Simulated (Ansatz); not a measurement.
The starting structures come from a database of crystals and need not be the phases stable at ambient conditions.

**Evanescent states of NaS (P6_3/mmc, not sure to be the ambient phase, 8 atoms a cell, 21.8 Å³ an atom) along the normal of (110)**

Level of theory: r2SCAN (plane waves, PAW; Ansatz, a first-principles code).

The gap is the functional's own. No spin-orbit coupling. Mid-gap values are interpolated on the energy grid.

Energies count from the valence-band top; κ is the least over a 4×4 mesh across the current.

```csv
E (eV),κ (1/Å),where
0.04,0.074,Γ
0.14,0.123,Γ
0.23,0.154,Γ
0.32,0.176,Γ
0.41,…,Γ
0.49,…,Γ
0.58,…,Γ
0.68,…,Γ
0.77,…,Γ
0.85,…,Γ
0.94,…,Γ
1.03,…,Γ
1.12,…,Γ
1.22,…,Γ
1.30,0.200,Γ
1.40,0.179,Γ
1.49,0.149,Γ
1.57,0.097,Γ
```

Q: What belongs in the gaps?

A: 
- 0.41, κ (1/Å): 0.193
- 0.49, κ (1/Å): 0.207
- 0.58, κ (1/Å): 0.217
- 0.68, κ (1/Å): 0.224
- 0.77, κ (1/Å): 0.229
- 0.85, κ (1/Å): 0.232
- 0.94, κ (1/Å): 0.232
- 1.03, κ (1/Å): 0.229
- 1.12, κ (1/Å): 0.223
- 1.22, κ (1/Å): 0.214
